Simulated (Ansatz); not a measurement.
**Mo₃Ge (Pm-3n, No. 223, 8 atoms in the cell; start mp-494)**

Level of theory: LDA in Ansatz (plane waves, PAW).

Settings: plane-wave cutoff 500 eV, 8×8×8 k mesh, Fermi–Dirac smearing 0.05 eV, no spin polarisation, scalar-relativistic PAW data made under PBE.

Cell (relaxed at this level):

Mo₃Ge is modelled in the cubic space group Pm-3n (No. 223), the A15 (Cr3Si type) structure, Pearson symbol cP8. Conventional cell: a = b = c = 4.8782 Å, α = β = γ = 90.00°. Ge on 2a is surrounded by 12 Mo at 2.727 Å. Mo on 6c is coordinated by 2 Mo at 2.439 Å and 8 Mo at 2.987 Å and 4 Ge at 2.727 Å. (Neighbours: up to the widest gap in distance over summed covalent radii, below 1.35, at either atom; cation-cation and far metal-metal contacts left out.)

```json
{
 "band_gap": "zero (no gap)"
}
```

Note: the relaxation could not lower the start's symmetry, so the cell can be a saddle point above a distorted one.

Spin–orbit coupling is not included.

Computing time: roughly 90 core-seconds.

A start named mp-… is a Materials Project structure, which need not be a measured phase.

Ansatz is a program for electronic structure.
